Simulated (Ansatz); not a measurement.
Start from ZrS2 in the CdI2 type structure (space group P-3m1, No. 164; layered, stacked along the Cartesian z axis).

```xyz
3
Lattice="3.5781 0.0000 0.0000 -1.7890 3.0987 0.0000 0.0000 0.0000 5.5401" Properties=species:S:1:pos:R:3 pbc="T T T"
Zr     0.0000     0.0000     0.0000
S      0.0000     2.0658     1.4667
S      1.7890     1.0329     4.0735
```

The values are results of PBEsol-D3(BJ) in Ansatz (plane waves to 420 eV, PAW, scalar-relativistic without spin-orbit coupling), not measurements.

Base values:

| Item | Result |
|---|---|
| Valence-band top at Γ | 0.00, -0.35, -0.35 eV |

Perturbation: every lattice vector is stretched by 2.00 %, atoms relaxed at fixed cell.

Q: What happens to the largest internal atomic displacement, mean gap deformation potential ΔEg/Δln V and valence-band top at Γ?

A: The largest internal atomic displacement amounts to 0.058 Å; the mean gap deformation potential ΔEg/Δln V comes out as +5.1 eV; the valence-band top at Γ (three highest levels, from the VBM) becomes 0.00, -0.33, -0.33 eV (base: 0.00, -0.35, -0.35 eV).

The cells carry an imposed strain or load. Whether these cells are dynamically stable was not tested.

Ansatz is a first-principles code.
